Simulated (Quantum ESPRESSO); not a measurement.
# Cost against accuracy: ecutwfc for MgSi (P-1, 12 atoms in the cell)

Cell: a = 4.5671 Å, b = 5.4641 Å, c = 9.5797 Å, α = 93.85°, β = 94.54°, γ = 113.58°.

Method: LDA (PZ), GBRV 1.5 ultrasoft (LDA) pseudopotentials (plane waves; Quantum ESPRESSO 7.5).

Base settings: ecutwfc = 40 Ry; ecutrho = 200 Ry; occupations = smearing; smearing = methfessel-paxton; degauss = 0.0099958 Ry; potentials = {Mg: mg_lda_v1.4.uspp.F.UPF, Si: si_lda_v1.uspp.F.UPF}; K_POINTS = automatic 7 6 3 0 0 0; conv_thr = 1e-09 Ry; mixing_beta = 0.5.

Misses are taken against the tightest run, 52 Ry (ecutrho: 200 Ry → 260 Ry), which need not be fully converged itself. The energy is the free energy per atom.

The count of work is k-points × plane waves × bands × iterations; it is no time, and leaves out set-up, grids and terms that scale otherwise. Core times come from one kind of shared machine and are given to one figure; runs under 30 s give none.

The starting cell comes from a database of computed structures (which also holds hypothetical and non-ambient phases and stackings), without a prior relaxation at this level.

| ecutwfc | energy less reference (meV/atom) | pressure less reference (GPa) | largest difference in the force on any atom (eV/Å) | count of work / reference | core time / reference (rough) |
|---|---|---|---|---|---|
| 16 Ry (ecutrho: 200 Ry → 80 Ry) | 11823.79 | -373.58 | 0.106 | 0.17 | 0.1 |
| 20 Ry (ecutrho: 200 Ry → 100 Ry) | 3090.20 | -124.88 | 0.026 | 0.26 | 0.2 |
| 24 Ry (ecutrho: 200 Ry → 120 Ry) | 756.54 | -39.39 | 0.010 | 0.34 | 0.3 |
| 28 Ry (ecutrho: 200 Ry → 140 Ry) | 158.76 | -11.01 | 0.002 | 0.40 | 0.4 |
| 32 Ry (ecutrho: 200 Ry → 160 Ry) | 25.11 | -2.38 | 0.001 | 0.48 | 0.6 |
| 36 Ry (ecutrho: 200 Ry → 180 Ry) | 3.38 | -0.26 | 0.001 | 0.58 | 0.5 |
| 40 Ry | 1.88 | 0.03 | 0.000 | 0.67 | 0.7 |
| 46 Ry (ecutrho: 200 Ry → 230 Ry) | 1.10 | -0.03 | 0.000 | 0.83 | 0.8 |
| 52 Ry (ecutrho: 200 Ry → 260 Ry) | 0.00 | 0.00 | 0.000 | 1.0 | 1 |

Coarsest setting among those run that, with all tighter ones, holds the energy within 20 meV/atom of the reference: 36 Ry (ecutrho: 200 Ry → 180 Ry), off by 3.4 meV/atom; its saving against the reference is no more than about a factor of 2 in the count of work.

Smallest miss in the energy for at most 0.3 times the reference's count of work: 20 Ry (ecutrho: 200 Ry → 100 Ry), with a miss of 3100 meV/atom at a count of 0.26.

The step from 24 Ry (ecutrho: 200 Ry → 120 Ry) to 46 Ry (ecutrho: 200 Ry → 230 Ry): it takes the miss in the energy from 760 to 1.1 meV/atom, for 2.4 times the count of work and roughly 2 times the time.
